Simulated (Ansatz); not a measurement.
ScOF (P4/nmm, No. 129, 6 atoms in the cell; start mp-989178), treated with r²SCAN+rVV10 (plane waves, PAW; Ansatz, a first-principles code).

Settings: plane-wave cutoff 560 eV, 10×10×8 k mesh (along the axes of the cell as run), Fermi–Dirac smearing 0.01 eV, scalar-relativistic PAW data made under PBE.

Cell (relaxed at this level):

```cif
data_F2O2Sc2
_chemical_formula_sum 'Sc2 O2 F2'
_space_group_name_H-M_alt 'P4/nmm :1'
_space_group_IT_number 129
_space_group_name_Hall 'P 4ab 2ab -1ab'
_cell_length_a 3.58261
_cell_length_b 3.58261
_cell_length_c 5.09701
_cell_angle_alpha 90.000
_cell_angle_beta 90.000
_cell_angle_gamma 90.000
loop_
_space_group_symop_operation_xyz
  'x, y, z'
  '-y+1/2, x+1/2, z'
  '-x, -y, z'
  'y+1/2, -x+1/2, z'
  'x+1/2, -y+1/2, -z'
  '-y, -x, -z'
  '-x+1/2, y+1/2, -z'
  'y, x, -z'
  '-x+1/2, -y+1/2, -z'
  'y, -x, -z'
  'x+1/2, y+1/2, -z'
  '-y, x, -z'
  '-x, y, z'
  'y+1/2, x+1/2, z'
  'x, -y, z'
  '-y+1/2, -x+1/2, z'
loop_
_atom_site_label
_atom_site_type_symbol
_atom_site_symmetry_multiplicity
_atom_site_Wyckoff_symbol
_atom_site_fract_x
_atom_site_fract_y
_atom_site_fract_z
_atom_site_occupancy
Sc1 Sc 2 c 0.00000 0.50000 0.29205 1
O1 O 2 b 0.50000 0.50000 0.50000 1
F1 F 2 a 0.00000 0.00000 0.00000 1
```

**Question.** Predict the band gap and Γ–Γ gap.

**Answer.** 
* **band gap**: 4.94 eV (on the SCF k mesh)
* **Γ–Γ gap**: 5.17 eV

Note: the relaxation could not lower the start's symmetry, so the cell can be a saddle point above a distorted one.

A start named mp-… is a Materials Project structure, which need not be a measured phase.
